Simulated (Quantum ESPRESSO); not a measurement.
A relaxation of the atoms of Ba (Cmcm, 2 atoms in the cell) with Quantum ESPRESSO.

Method: PBEsol, PSlibrary PAW (PBE) pseudopotentials (plane waves; Quantum ESPRESSO 7.5).

Input:

```fortran
&CONTROL
  calculation = 'relax',
  prefix = 'scf',
  outdir = './work',
  pseudo_dir = './',
/
&SYSTEM
  ibrav = 9,
  celldm(1) = 13.7289736790,
  celldm(2) = 0.675657186589,
  celldm(3) = 1.001799021619,
  nat = 2,
  ntyp = 1,
  ecutwfc = 45,
  ecutrho = 270,
  occupations = 'smearing',
  smearing = 'gaussian',
  degauss = 0.0073499,
  input_dft = 'pbesol',
/
&ELECTRONS
  conv_thr = 1e-10,
/
&IONS
/
ATOMIC_SPECIES
Ba   137.3270  Ba.pbe-spn-kjpaw_psl.1.0.0.UPF
ATOMIC_POSITIONS {crystal}
Ba   -0.7441300000    0.2558700000   -0.2500000000
Ba   -0.2558700000    0.7441300000   -0.7500000000
K_POINTS {automatic}
6 6 3  0 0 0
```

The program printed (abridged):

```
     Self-consistent Calculation

     iteration #  1     ecut=    45.00 Ry     beta= 0.70

     Threshold (ethr) on eigenvalues was too large:
     Diagonalizing with lowered threshold

     negative rho (up, down):  3.626E-02 0.000E+00

     total energy              =    -859.63257401 Ry
     estimated scf accuracy    <       0.09408797 Ry

     iteration #  2     ecut=    45.00 Ry     beta= 0.70

     negative rho (up, down):  2.412E-02 0.000E+00

     total energy              =    -859.63449255 Ry
     estimated scf accuracy    <       0.00164273 Ry

     iteration #  3     ecut=    45.00 Ry     beta= 0.70

     negative rho (up, down):  5.486E-03 0.000E+00

     total energy              =    -859.63538415 Ry
     estimated scf accuracy    <       0.01630112 Ry

   [... 23 blocks of this kind left out ...]

     iteration # 27     ecut=    45.00 Ry     beta= 0.70

     total energy              =    -859.63573427 Ry
     estimated scf accuracy    <          1.6E-10 Ry

     iteration # 28     ecut=    45.00 Ry     beta= 0.70
     End of self-consistent calculation

     the Fermi energy is     5.5707 ev

!    total energy              =    -859.63573427 Ry
     estimated scf accuracy    <          1.3E-11 Ry
     smearing contrib. (-TS)   =      -0.00134288 Ry
     internal energy E=F+TS    =    -859.63439139 Ry

     convergence has been achieved in  28 iterations

     Forces acting on atoms (cartesian axes, Ry/au):

     atom    1 type  1   force =     0.00000000   -0.00141750    0.00000000
     atom    2 type  1   force =     0.00000000    0.00141750    0.00000000

     Total force =     0.002005     Total SCF correction =     0.000001

     BFGS Geometry Optimization
     Energy error            =      4.0E-06 Ry
     Gradient error          =      1.4E-03 Ry/Bohr

     number of scf cycles    =   1
     number of bfgs steps    =   0

   [... lines left out ...]
     the Fermi energy is     5.5707 ev
!    total energy              =    -859.63578407 Ry
     Total force =     0.001198     Total SCF correction =     0.000000
     bfgs converged in   7 scf cycles and   6 bfgs steps
   [... lines left out ...]
     (criteria: energy <  1.0E-04 Ry, force <  1.0E-03 Ry/Bohr)

     End of BFGS Geometry Optimization

     Final energy             =    -859.6357840720 Ry

     File ./work/scf.bfgs deleted, as requested
Begin final coordinates

ATOMIC_POSITIONS (crystal)
Ba              -0.7464995530        0.2535004470       -0.2500000000
Ba              -0.2535004470        0.7464995530       -0.7500000000
End final coordinates

   JOB DONE.
```

The run converged.  The full log also holds: “WARNING: bfgs curvature condition failed, Theta= 0.820”.

Summary of the result:
- Free energy E − TS: -11695.9407 eV
- Fermi level (on the code's own zero): 5.57 eV
- Largest force (vector length): 0.022 eV/Å
- Relaxation steps: 6

The starting cell comes from a database of computed structures (which also holds hypothetical and non-ambient phases and stackings), without a prior relaxation at this level. The relaxation keeps the symmetry of its start, so its end need not be a minimum.

Cost on one core of a shared machine: roughly 10 min.
